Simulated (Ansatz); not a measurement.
By PBEsol, the system below comes out a metal.

A figure of merit of an interconnect metal is its ballistic conductance per area.

Input:

```
CELL_PARAMETERS angstrom
      2.84399     0.00000     0.00000
     -1.42200     2.46297     0.00000
      1.42200     0.82099     2.32211
ATOMIC_POSITIONS crystal
  Pt 0.00000 0.00000 0.00000
```

The cell is strained (all lengths scaled by 1.02); by PBEsol it stands under a pressure of -18.2 GPa.

The current flows along the normal of the first two printed cell vectors, the (111) plane of the conventional cell. No spin-orbit coupling; the value is a mean over 0.1 eV about the Fermi level.

**Question.** Compute, with PBEsol run with Ansatz (a quantum-chemistry and plane-wave program), the ballistic conductance per area.

**Answer.** 1.9 × 10¹⁵ S/m² for both spins.
